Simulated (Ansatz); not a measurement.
A calculation on cubic perovskite BaHfO₃ returned lattice constant a 4.206 Å, bulk modulus 155 GPa.

For reference: lattice constant a 4.171 Å (measured, room temperature, no zero-point or thermal correction, sources range from 4.171 to 4.180; as tabulated in Zhao et al. (2008), arXiv:0809.3506).

Task: Which level of theory produced these numbers?
(A) r²SCAN (Ansatz, a program for electronic structure)
(B) r²SCAN+SOC (Ansatz)
(C) PBE (Ansatz)
(D) Hartree–Fock (Ansatz)

Result: C, PBE (Ansatz)

The others give: r²SCAN+SOC 4.176 Å, 171 GPa; Hartree–Fock 4.218 Å, 174 GPa; r²SCAN 4.177 Å, 171 GPa.

Unless a cell is named, each level is at its own relaxed cell (Hartree–Fock 15.01, PBE 14.88, r²SCAN 14.58, r²SCAN+SOC 14.56 Å³/atom).

Caveats: the relaxation could not lower the start's symmetry, so the cell can be a saddle point above a distorted one (r²SCAN+SOC, Hartree–Fock, r²SCAN, PBE). Ansatz's density-functional and Hartree–Fock values are scalar-relativistic unless marked +SOC, with PAW data made under PBE.
